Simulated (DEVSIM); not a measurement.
System: illuminated In0.53Ga0.47As p-on-n cell, one wavelength, at 300 K.

```tsv
layer (left to right)	material	thickness (μm)	Nd (cm⁻³)	Na (cm⁻³)	τn (s)	τp (s)	absorption coefficient (cm⁻¹)
1	In0.53Ga0.47As	0.320	-	6.9e17	1.6e-10	3.2e-11	25000
2	In0.53Ga0.47As	1.80	1e17	-	1.2e-9	1.2e-9	25000
```

Left contact: ohmic, minority electron recombination velocity 1000 cm/s. Right contact: ohmic, minority hole recombination velocity 300 cm/s. Voltage is applied to the left contact. Recombination: SRH at mid-gap, radiative, Auger. Light enters at the left, 2e18 photons cm⁻² s⁻¹, one pass, no reflection. Mobility is μmin + (μ − μmin)/(1 + (N/Nref)^α).

The device is made up for the run: typed textbook-type constants, with dimensions and the other settings drawn at random. Values at 300 K.

| parameter | In0.53Ga0.47As |
|---|---|
| gap (eV) | 0.74 |
| affinity (eV) | 4.51 |
| permittivity | 13.9 |
| Nc (cm⁻³) | 2.1e17 |
| Nv (cm⁻³) | 7.7e18 |
| μn (cm²/Vs) | 12000 |
| μp (cm²/Vs) | 300 |
| μn,min | 300 |
| μp,min | 10 |
| Nref,n | 1.3e17 |
| Nref,p | 4.9e17 |
| αn | 0.48 |
| αp | 0.4 |
| B (cm³/s) | 9.6e-11 |
| Cn (cm⁶/s) | 5e-29 |
| Cp (cm⁶/s) | 5e-29 |

Simulated with DEVSIM: 1D drift-diffusion, Boltzmann statistics, complete ionisation; no tunnelling, impact ionisation, image-force lowering or self-heating.

Base results: fill factor 0.70; share of generated pairs collected at short circuit 0.875; largest power (mW/cm²) 72.5; open-circuit voltage (V) 0.371.

### Question
What follows from this one change: photon flux 2e+18 → 6e+17 cm^-2 s^-1?

### Answer
fill factor 0.70 → 0.66; share of generated pairs collected at short circuit little changed (0.875); largest power 72.5 → 18.3 mW/cm²; open-circuit voltage 0.371 → 0.331 V.

### Question
What follows from this one change: thickness of layer 1 0.32 → 0.19 μm?

### Answer
fill factor little changed (0.70); share of generated pairs collected at short circuit 0.875 → 0.840; largest power 72.5 → 69.1 mW/cm²; open-circuit voltage little changed (0.372 V).

### Question
What follows from this one change: constant mobility in place of the doping-dependent one?

### Answer
fill factor little changed (0.70); share of generated pairs collected at short circuit 0.875 → 0.901; largest power 72.5 → 74.8 mW/cm²; open-circuit voltage little changed (0.370 V).
